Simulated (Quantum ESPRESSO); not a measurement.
Quantum ESPRESSO run on MgSiH2O4 (Pm, 8 atoms in the cell): self-consistent single point.

Method: PBEsol, SSSP 1.1.2 precision (PBE) pseudopotentials (plane waves; Quantum ESPRESSO 7.5).

```
MgSi(HO2)2
1.0
    4.33505     0.00000     0.00000
    0.00000     2.85961     0.00000
   -0.27989     0.00000     4.79298
Mg Si H O
1 1 2 4
Cartesian
  2.03603   1.42980   2.27853
  0.00356   0.00000   0.01184
  4.09726   0.00000   2.47754
  1.74542   1.42980   4.65618
  0.88328   0.00000   1.48146
  0.83494   1.42980   4.11918
  3.29492   0.00000   3.15689
  3.31640   1.42980   0.51007
```

Reference input (self-consistent single point, DFT, LDA (PZ), plane waves, GBRV 1.5 ultrasoft (LDA) pseudopotentials): ecutwfc = 40 Ry; ecutrho = 200 Ry; occupations = fixed; K_POINTS = automatic 4 6 4 0 0 0; nbnd = 24; conv_thr = 1e-10 Ry. This run's input differs from it in these lines:

```diff
@@ -16,6 +16,7 @@
    ntyp = 4
-   ecutwfc = 40
-   ecutrho = 200
+   ecutwfc = 75
+   ecutrho = 600
    occupations = 'fixed'
    nbnd = 24
+   input_dft = 'pbesol'
 /
@@ -25,6 +26,6 @@
 ATOMIC_SPECIES
-Mg    24.3050  mg_lda_v1.4.uspp.F.UPF
-Si    28.0850  si_lda_v1.uspp.F.UPF
-H      1.0080  h_lda_v1.4.uspp.F.UPF
-O     15.9990  o_lda_v1.2.uspp.F.UPF
+Mg    24.3050  mg_pbe_v1.4.uspp.F.UPF
+Si    28.0850  Si.pbe-n-rrkjus_psl.1.0.0.UPF
+H      1.0080  H_ONCV_PBE-1.0.oncvpsp.upf
+O     15.9990  O.pbe-n-kjpaw_psl.0.1.UPF
 ATOMIC_POSITIONS bohr
```

Its files differ too (potentials: SSSP 1.1.2 precision (PBE)).

Output (repeated stretches shortened):

```
     Self-consistent Calculation

     iteration #  1     ecut=    75.00 Ry     beta= 0.70

     total energy              =    -303.64876226 Ry
     estimated scf accuracy    <       0.95075536 Ry

     iteration #  2     ecut=    75.00 Ry     beta= 0.70

     total energy              =    -303.95349954 Ry
     estimated scf accuracy    <       0.64848359 Ry

     iteration #  3     ecut=    75.00 Ry     beta= 0.70

     total energy              =    -304.06210302 Ry
     estimated scf accuracy    <       0.01571961 Ry

   [... 9 blocks of this kind left out ...]

     iteration # 13     ecut=    75.00 Ry     beta= 0.70

     total energy              =    -304.07018419 Ry
     estimated scf accuracy    <          1.8E-10 Ry

     iteration # 14     ecut=    75.00 Ry     beta= 0.70
     End of self-consistent calculation

     highest occupied, lowest unoccupied level (ev):     6.7321   11.4267

!    total energy              =    -304.07018419 Ry
     estimated scf accuracy    <          4.9E-12 Ry

     convergence has been achieved in  14 iterations

     Forces acting on atoms (cartesian axes, Ry/au):

     atom    1 type  1   force =     0.00024618    0.00000000   -0.00137916
     atom    2 type  2   force =     0.00147803    0.00000000   -0.00095288
     atom    3 type  3   force =     0.00410711    0.00000000   -0.00244370
     atom    4 type  3   force =     0.00131557    0.00000000    0.00082477
     atom    5 type  4   force =     0.00129381    0.00000000   -0.00292971
     atom    6 type  4   force =    -0.00491671    0.00000000    0.00023829
   [... lines left out ...]

     Total force =     0.012589     Total SCF correction =     0.000002

          total   stress  (Ry/bohr**3)                   (kbar)     P=      -47.04
  -0.00029984   0.00000000  -0.00002332          -44.11        0.00       -3.43
   0.00000000  -0.00034970   0.00000000            0.00      -51.44        0.00
  -0.00002332   0.00000000  -0.00030970           -3.43        0.00      -45.56

   JOB DONE.
```

The run converged in 14 iterations. Against the reference run the pressure goes from -9.67 to -4.70 GPa, the largest force goes from 0.587 to 0.243 eV/Å and the gap on the mesh goes from 4.725 to 4.695 eV.

The starting cell comes from a database of computed structures (which also holds hypothetical and non-ambient phases and stackings), without a prior relaxation at this level. With a pressure of about -5 GPa the cell is away from its equilibrium volume at this level.

Cost on one core of a shared machine: roughly 60 s.
